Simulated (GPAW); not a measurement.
Band structure of TlCrTe₂ (P-3m1, 4 atoms in the cell).

```xyz
4
Lattice="4.1098 0.0000 0.0000 -2.0549 3.5592 0.0000 0.0000 0.0000 7.9489" Properties=species:S:1:pos:R:3 pbc="T T T"
Cr     0.0000     0.0000     3.9744
Tl     0.0000     0.0000     0.0000
Te     2.0549     1.1864     5.4315
Te     0.0000     2.3728     2.5174
```
Moments meant for the start (each program seeds them in its own way; μB, in the order of the atoms Cr Tl Te Te): 3.0 0.0 0.0 0.0.

Method of the run: LDA (Perdew-Wang 92), GPAW PAW datasets LDA (gpaw-data 1.0.1) (plane waves; GPAW 25.7.0).

Settings: spinpol = true; mode = pw; ecut = 850 eV; xc = LDA; kpts = 5 5 3; mesh shift (steps) = 0 0 0; occupations.name = methfessel-paxton; occupations.width = 0.136 eV; occupations.order = 0; nbands = -12; symmetry.symmorphic = false; symmetry.tolerance = 0.0005; maxiter = 150; bandpath_npoints = 40.

The starting cell comes from a database of computed structures (which also holds hypothetical and non-ambient phases and stackings), without a prior relaxation at this level. Spin-orbit coupling is off. With one magnetic atom in the cell only a parallel order is possible.

Levels in eV from the Fermi level, bands 14 to 21 of the first spin channel:
```csv
point,14,15,16,17,18,19,20,21
Γ,-1.47,-0.73,-0.22,-0.22,1.62,1.62,3.40,4.86
M,-2.07,-1.33,-1.23,-1.16,1.43,1.46,1.48,2.91
K,-2.76,-1.35,-0.93,-0.93,-0.20,-0.20,3.11,3.11
A,-1.01,-0.12,-0.12,0.84,1.53,1.53,2.71,3.76
L,-1.77,-1.62,-1.23,-1.18,0.10,0.91,1.02,3.90
H,-1.49,-1.43,-1.07,-1.07,0.75,0.75,1.39,1.39
```

Bands cross the Fermi level along this path, so the cell is metallic at this level.

The net moment of the cell came out as 3.06 μB.
